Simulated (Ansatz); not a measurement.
Start from HfS$_{2}$ in the CdI2 type structure (space group P-3m1, No. 164; a = 3.606 Å, c = 5.768 Å; layered, stacked along the Cartesian z axis). Axes: x lies along a and z along c of the hexagonal cell.

The values are results of PBE-D3(BJ) (Ansatz, a quantum-chemistry and plane-wave program, PAW, no SOC), not measurements.

For the base:

| Quantity | Value |
|---|---|
| Smallest direct gap | 1.81 eV |
| Pressure | 0.00 GPa |
| Shortest interatomic distance | 254.1 pm |

One thing is altered: biaxial strain +2.00 %, plane normal [001], relaxed out of plane (Cartesian); in-plane vectors clamped, the third vector and the atoms free.

**Question.** Predict the new smallest direct gap, pressure, out-of-plane strain and shortest interatomic distance.

**Answer.** The smallest direct gap drops by 0.09 eV (1.81 eV → 1.72 eV); the pressure (mean of the normal stresses, compression positive) goes from zero to -2.07 GPa; the out-of-plane strain amounts to -0.79 %; the shortest interatomic distance increases by 1.56 pm to 255.6 pm.

With Hf present, leaving out spin-orbit coupling can change the band edges. Whether these cells are dynamically stable was not tested.
